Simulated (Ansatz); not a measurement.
Results of PBE in Ansatz (plane waves, PAW) for CaAlHO2 (model structure, started from the SrVO2H type, P4/mmm, No. 123, 5 atoms in the cell).

Run with plane-wave cutoff 520 eV, 10×10×10 k mesh, Fermi–Dirac smearing 0.01 eV, scalar-relativistic PAW data made under PBE.

Cell (relaxed at this level):

```
CELL_PARAMETERS angstrom
      3.76614     0.00000     0.00000
      0.00000     3.76614     0.00000
      0.00000     0.00000     3.48495
ATOMIC_POSITIONS crystal
  Ca 0.50000 0.50000 0.50000
  Al 0.00000 0.00000 0.00000
  O  0.50000 0.00000 0.00000
  O  0.00000 0.50000 0.00000
  H  0.00000 0.00000 0.50000
```

Problem. Predict the band gap, smallest direct gap on the k points sampled and direct gap at Γ.

Solution. 
- band gap: 3.71 eV (indirect)
- smallest direct gap on the k points sampled: 4.20 eV
- direct gap at Γ: 5.61 eV

Note: the relaxation could raise the start's symmetry but not lower it, so the cell can be a saddle point.

Computed values are for the static lattice.

Cost on a shared machine: very roughly 12 core-seconds.

A model structure was made by putting elements into a prototype or built by hand; it is no filed structure, need not be a known phase, and can be a saddle point held by its symmetry.

Ansatz is a quantum-chemistry and plane-wave program.
